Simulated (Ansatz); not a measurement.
The reference is SiO$_{2}$ (space group P3_221, No. 154; a = 5.022 Å, c = 5.510 Å).

Perturbation: an isotropic linear strain of −2.25 %, atoms relaxed at fixed cell.

Computed with PBE (Ansatz, a quantum-chemistry and plane-wave program, PAW, spin-orbit coupling left out).

Base, band edges from the VBM (valence, conduction): K 0.00, 8.55; H -0.57, 8.39; M -0.01, 7.84; L -0.21, 8.39; A -0.12, 7.58; Γ -0.33, 5.68 eV.

Give the band edges at the high-symmetry points of the new zone, measured from its valence-band maximum.


```json
[
 {"point": "Γ", "valence edge (eV)": "-0.27", "conduction edge (eV)": "5.86"},
 {"point": "M", "valence edge (eV)": "-0.05", "conduction edge (eV)": "8.14"},
 {"point": "K", "valence edge (eV)": "0.00", "conduction edge (eV)": "8.76"},
 {"point": "A", "valence edge (eV)": "-0.07", "conduction edge (eV)": "7.84"},
 {"point": "L", "valence edge (eV)": "-0.16", "conduction edge (eV)": "8.65"},
 {"point": "H", "valence edge (eV)": "-0.55", "conduction edge (eV)": "8.74"}
]
```

The gap is 5.86 eV, indirect, K → Γ.

No phonon test of stability was made.
